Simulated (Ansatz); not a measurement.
The structure below was relaxed with plane-wave PAW DFT at the PBEsol level (Ansatz, a quantum-chemistry and plane-wave program, 420 eV), no spin-orbit coupling, at pressure 50 GPa.

```
Rb3Sb
1.0
    4.76490     0.00000     0.00000
   -2.38245     4.12653     0.00000
    0.00000     0.00000     8.54682
Rb Sb
6 2
Cartesian
  0.00000   0.00000   2.13671
  0.00000   0.00000   6.41012
  0.00000   2.75102   5.00249
  2.38245   1.37551   3.54433
  2.38245   1.37551   0.72908
  0.00000   2.75102   7.81774
  0.00000   2.75102   2.13671
  2.38245   1.37551   6.41012
```

### Question
Find the space group and the Wyckoff positions.

### Answer
Space group P6₃/mmc (No. 194); a = 4.7649 Å, b = 4.7649 Å, c = 8.5468 Å, α = 90.00°, β = 90.00°, γ = 120.00°

| atom | site | symmetry | x | y | z |
|---|---|---|---|---|---|
| Rb | 2b | -6m2 | 0.0000 | 0.0000 | 0.2500 |
| Rb | 4f | 3m. | 0.6667 | 0.3333 | 0.0853 |
| Sb | 2c | -6m2 | 0.3333 | 0.6667 | 0.2500 |

Load acts through the strain it causes; cell and atoms are relaxed under it. Stability against distortions was not tested. No other phases were tried under pressure. All final runs are without spin polarisation. The cell was made from Rb$_{3}$Sb (space group P6_3/mmc, No. 194; a cell from a computed database, its experimental status unchecked) by this change: pressure 50 GPa.
